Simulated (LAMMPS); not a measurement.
LAMMPS 22 Jul 2025, classical MD, Tersoff (Ge.tersoff): Ge, 8000 atoms.

```text
units metal
atom_style atomic
read_data unit.data
replicate 10 10 10
pair_style tersoff
pair_coeff * * Ge.tersoff Ge
velocity all create 1600 4928 dist gaussian loop geom
fix 1 all nve
fix 2 all langevin 800 800 0.04 9876 zero yes
timestep 0.001
thermo 100
run 300
reset_timestep 0
write_restart start.rst
```

```text
read_restart start.rst
pair_style tersoff
pair_coeff * * Ge.tersoff Ge
neighbor 2.0 bin
neigh_modify every 1 delay 0 check yes
fix 1 all nve
timestep 0.001
thermo_style custom step temp pe etotal press
thermo_modify format float %.10g
thermo 100
group probe id 1:48
dump probe probe custom 1000000 forces.txt id fx fy fz
dump_modify probe sort id format float %.8g
run 4000
```

box: 56.6 × 56.6 × 56.6 Å.

start: generated diamond lattice, warmed in an untimed run.

Compared values: energy and forces of the first step, drift over the run.

It runs on a single node (Arm Neoverse V2, 96 cores on 1 socket, no SMT, 1 L3 cache group).

Wall times, medians of two to five repeats, each run alone on the node (launch to exit). Processes are pinned to neighbouring cores unless said otherwise. The build: PyPI wheel: MPICH, OPENMP and OPT packages; another build can shift the numbers. Scratch files lie in a memory file system. A preparatory run goes ahead and isn't timed.

Started as
```bash
# ahead of the timed run: OMP_NUM_THREADS=1 mpirun -np 48 lmp -in in.warm -log none -nocite
OMP_NUM_THREADS=1 mpirun -np 32 lmp -in in.lmp -log log.lammps -nocite
```
(32 ranks, suffix = none (plain styles) (default)) it takes 1.5 s and 0 neighbour list builds.

Question: Estimate the wall time with 44 ranks × 2 threads, suffix = omp.

Answer: About 0.85 s (3 runs within 1 %): 1.8× as fast, on 88 cores in place of 32, so 1.5× the core-time. The largest move is in pair forces (Pair): 1.2 s to 0.45 s. As resolved by the program: grid of ranks 2 by 4 by 4 against 2 by 2 by 11. Change in the result: energy equal as printed, forces on 48 atoms equal as printed, drift of the total energy equal as printed.
